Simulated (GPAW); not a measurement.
A user runs GPAW on MoPdRu2 (P-6m2, 4 atoms in the cell) and asks whether the run is sound. The aim is a self-consistent single point with DFT PBEsol, plane waves, GPAW PAW datasets PBEsol (made by gpaw-setup).

Cell that was meant: a = 2.7815 Å, b = 2.7815 Å, c = 8.9205 Å, α = 90.00°, β = 90.00°, γ = 120.00°.

Part of the input:

```python
            nbands=-8,
            convergence={'density': 1e-05},
            symmetry={'symmorphic': False, 'tolerance': 0.0005},
            charge=1,
            maxiter=120)

atoms.calc = calc
```

Output, abridged:

```
Input parameters:
  charge: 1
  convergence: {density: 1e-05}
  kpts: [11 11  3]
  maxiter: 120
  mode: {ecut: 550,
         name: pw}
   [... lines left out ...]
   3 Pd     0.000000    0.000000    4.460228    ( 0.0000,  0.0000,  0.0000)

Unit cell:
           periodic     x           y           z      points  spacing
  1. axis:    yes    2.781473    0.000000    0.000000    16     0.1506
  2. axis:    yes   -1.390736    2.408826    0.000000    16     0.1506
  3. axis:    yes    0.000000    0.000000    8.920455    49     0.1821

  Lengths:   2.781473   2.781473   8.920455
  Angles:   90.000000  90.000000 119.999994

Effective grid spacing dv^(1/3) = 0.1683
     iter     time        total  log10-change:
                         energy   eigst   dens
iter:   1 --:--:--   -57.076538
iter:   2 --:--:--   -51.861292   -0.29  -1.10
iter:   3 --:--:--   -49.930024   -1.56  -1.29
iter:   4 --:--:--   -49.558611   -2.09  -1.38
iter:   5 --:--:--   -48.511125   -0.76  -1.41
   [... 2 lines left out ...]
iter:   8 --:--:--   -48.377889   -2.03  -2.04
iter:   9 --:--:--   -48.400024   -2.92  -2.41
iter:  10 --:--:--   -48.356367   -2.22  -2.28
iter:  11 --:--:--   -48.359195   -3.19  -2.66
iter:  12 --:--:--   -48.350358c  -3.55  -2.64
   [... lines left out ...]
iter:  16 --:--:--   -48.349448c  -5.09  -3.80
iter:  17 --:--:--   -48.349458c  -6.30  -3.83
iter:  18 --:--:--   -48.349466c  -6.18  -4.03
iter:  19 --:--:--   -48.349443c  -6.55  -4.39
iter:  20 --:--:--   -48.349448c  -7.31  -4.67
iter:  21 --:--:--   -48.349448c  -8.36c -4.74
iter:  22 --:--:--   -48.349443c  -7.73c -4.74
iter:  23 --:--:--   -48.349443c  -8.99c -4.82
iter:  24 --:--:--   -48.349442c  -9.00c -4.82
iter:  25 --:--:--   -48.349443c  -8.24c -4.84
iter:  26 --:--:--   -48.349443c  -8.04c -4.92
iter:  27 --:--:--   -48.349443c  -9.20c -5.22c
Converged after 27 iterations.

Dipole moment: (6.213456, -3.587341, -0.000000) |e|*Ang

Energy contributions relative to reference atoms: (reference = -493599.388911)

Kinetic:       -122.018795
Potential:      +73.305700
External:        +0.000000
XC:              +1.081908
Entropy (-ST):   -0.348285
Local:           -0.544113
SIC:             +0.000000
--------------------------
Free energy:    -48.523586
Extrapolated:   -48.349443

Showing only first 2 kpts
 Kpt  Band  Eigenvalues  Occupancy
  0    28     10.05837    1.99968
  0    29     10.36865    1.99689
  0    30     10.44702    1.99448
  0    31     10.44702    1.99448

  1    28     10.20847    1.99904
  1    29     10.45687    1.99406
  1    30     10.45687    1.99406
  1    31     10.70398    1.96402

   [... lines left out ...]
Fermi level: 11.24797
No gap
   [... lines left out ...]
Energy (eV): -48.349443

Forces in eV/Ang:
  0 Mo    0.00000   -0.00000    0.00000
  1 Ru    0.00000   -0.00000    0.31103
  2 Ru    0.00000   -0.00000   -0.31103
  3 Pd    0.00000    0.00000    0.00000

Stress tensor:
     0.360241    -0.000000     0.000000
    -0.000000     0.360241     0.000000
     0.000000     0.000000     0.363963
Stress (GPa, Voigt): [57.717  57.717  58.3133  0.      0.     -0.    ]
```

Task: Can these results be used? Check the input.

Result: The run is not sound. The fault is an unintended net charge. A charged periodic cell changes the electron count and is neutralised by a uniform background, so energy, forces and pressure belong to another system. To fix it, remove the charge. The run converged in 27 iterations without an error; against the sound input the pressure goes from -13.12 to -57.92 GPa and the largest force goes from 0.129 to 0.311 eV/Å.

An input that runs soundly differs in these lines (not the only fix; some lines may just follow from the change or write a value another way):
```diff
-            charge=1,
```

With that input, the run converged in 23 iterations: free energy E − TS (from the program's reference atoms) -37.1596 eV; Fermi level (on the code's own zero) 11.48 eV; pressure -13.12 GPa; largest force (vector length) 0.129 eV/Å (DFT PBEsol, plane waves, GPAW PAW datasets PBEsol (made by gpaw-setup)).

On the sound input: the starting cell comes from a database of computed structures (which also holds hypothetical and non-ambient phases and stackings), without a prior relaxation at this level. Its lattice was rescaled by a random factor within 2.5 % of one. Spin polarisation is off. With a pressure of about -13 GPa the cell is away from its equilibrium volume at this level.
